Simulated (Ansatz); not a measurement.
Phonon-limited resistivity of Hf (P6_3/mmc) against temperature in μΩ·cm, PBEsol, DFPT electron-phonon coupling, linearised Boltzmann equation in Ansatz (an electronic-structure program), harmonic crystal at a fixed cell. x, y and z are the axes of this cell:
```
Hf
1.0
    3.16019     0.00000     0.00000
   -1.58009     2.73680     0.00000
    0.00000     0.00000     4.99816
Hf
2
Direct
  0.33333   0.66667   0.25000
  0.66667   0.33333   0.75000
```

```json
[
 {"T": "50 K", "ρ (x, y)": "2.7", "ρ (z)": "2.4"},
 {"T": "77 K", "ρ (x, y)": "(withheld)", "ρ (z)": "5.4"},
 {"T": "100 K", "ρ (x, y)": "8.7", "ρ (z)": "7.9"},
 {"T": "150 K", "ρ (x, y)": "14.5", "ρ (z)": "13.1"},
 {"T": "200 K", "ρ (x, y)": "20.0", "ρ (z)": "18.1"},
 {"T": "250 K", "ρ (x, y)": "(withheld)", "ρ (z)": "23"},
 {"T": "273 K", "ρ (x, y)": "28", "ρ (z)": "25"},
 {"T": "300 K", "ρ (x, y)": "31", "ρ (z)": "28"},
 {"T": "350 K", "ρ (x, y)": "36", "ρ (z)": "33"},
 {"T": "400 K", "ρ (x, y)": "42", "ρ (z)": "38"},
 {"T": "500 K", "ρ (x, y)": "(withheld)", "ρ (z)": "48"},
 {"T": "600 K", "ρ (x, y)": "64", "ρ (z)": "59"},
 {"T": "800 K", "ρ (x, y)": "87", "ρ (z)": "80"}
]
```

### Question
What belongs in the gaps?

### Answer

- 77 K, ρ (x, y): 6.0
- 250 K, ρ (x, y): 25
- 500 K, ρ (x, y): 53

A metal at this level (no band gap). Only scattering by harmonic phonons is included (no impurities, grain boundaries, electron-electron scattering or thermal expansion). Spin-orbit coupling is left out, which matters with elements this heavy. Values near or above 100 μΩ·cm, or paths under about 2 nm, lie near resistivity saturation, where the Boltzmann equation overshoots. Halving the electron mesh (32x32x16) moves the resistivity by up to 6 %. Smearing 0.20 eV; phonons on a 5x5x3 q mesh, which this run doesn't test and which matters most at low temperature.
